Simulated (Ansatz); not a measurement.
SrTiO3: response to strain

The parent structure is SrTiO₃ in the cubic perovskite structure (space group Pm-3m, No. 221).

```
CELL_PARAMETERS angstrom
      3.89114     0.00000     0.00000
      0.00000     3.89114     0.00000
      0.00000     0.00000     3.89114
ATOMIC_POSITIONS crystal
  Sr 0.00000 0.00000 0.00000
  Ti 0.50000 0.50000 0.50000
  O  0.50000 0.00000 0.50000
  O  0.00000 0.50000 0.50000
  O  0.50000 0.50000 0.00000
```

Cartesian axes are those of the cell as printed.

Strains are applied to the cell and any free atomic positions relax; under biaxial strain the out-of-plane vector relaxes too.

Level of theory: PBEsol, PAW, 420 eV (Ansatz, a quantum-chemistry and plane-wave program; no spin-orbit coupling).

Notes on the quantities. energy relative to the base: free energy F.

```json
[
 {"case": "base", "ratio −ε⊥/ε∥": "–", "smallest direct gap": "2.19 eV", "band gap": "1.85 eV", "energy relative to the base": "0 meV/atom"},
 {"case": "biaxial strain +0.60 %, plane normal [001], relaxed out of plane", "ratio −ε⊥/ε∥": "–", "smallest direct gap": "2.17 eV", "band gap": "1.82 eV", "energy relative to the base": "+1.0 meV/atom"},
 {"case": "biaxial strain +1.20 %, plane normal [001], relaxed out of plane", "ratio −ε⊥/ε∥": "0.57", "smallest direct gap": "2.14 eV", "band gap": "1.79 eV", "energy relative to the base": "+4.0 meV/atom"},
 {"case": "biaxial strain +1.80 %, plane normal [001], relaxed out of plane", "ratio −ε⊥/ε∥": "0.56", "smallest direct gap": "2.12 eV", "band gap": "1.76 eV", "energy relative to the base": "+8.8 meV/atom"},
 {"case": "biaxial strain +3.00 %, plane normal [001], relaxed out of plane", "ratio −ε⊥/ε∥": "0.54", "smallest direct gap": "2.07 eV", "band gap": "1.71 eV", "energy relative to the base": "+24 meV/atom"}
]
```

No phonon test of stability was made. All final runs are without spin polarisation. Many cubic perovskites are stable only at high temperature; tilts and polar distortions were not tested.
